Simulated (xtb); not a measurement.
xtb 6.7.1, GFN1-xTB: W(F)5(OMe) (C[O][W]([F])([F])([F])([F])[F]), 11 atoms. The geometry is a generated start, not checked to be a minimum at this level.

- run flags: --grad
- method: GFN1-xTB
- --acc: 1 (default)
- --etemp (K): 300 (default)
- basis functions: 44
- valence electrons: 54

```xyz
11

W     -0.4323     0.1010     1.0009
F      0.9942    -1.0984     1.1582
F     -0.1157     0.4993     2.7758
F     -1.8197     1.3455     0.9701
F     -1.6235    -1.2344     1.5062
F      0.7758     1.4741     0.6120
O     -0.5896    -0.2784    -0.7411
C      0.4916    -0.2169    -1.6491
H      1.3466    -0.7789    -1.2200
H      0.2103    -0.6571    -2.6142
H      0.7624     0.8444    -1.7989
```

Charge 0 and multiplicity 1 are set for this test and not shown to be the ground state.

One run each on 1 thread. Values of broydamp tried: 0.02, 0.05, 0.1, 0.2, 0.4 (default), 0.6, 0.8, 1.

### Question
Which value of broydamp needs the fewest SCC iterations, and what happens away from it?

### Answer
Fewest SCC iterations, within one of each other: 0.4 (default) with 9, 0.6 with 9, 0.8 with 10. The count rises to 16 at 0.02. All converge to one solution.

| broydamp | SCC iterations | end |
|---|---|---|
| 0.02 | 16 | same solution |
| 0.05 | 15 | same solution |
| 0.1 | 14 | same solution |
| 0.2 | 11 | same solution |
| 0.4 (default) | 9 | same solution |
| 0.6 | 9 | same solution |
| 0.8 | 10 | same solution |
| 1 | 11 | same solution |
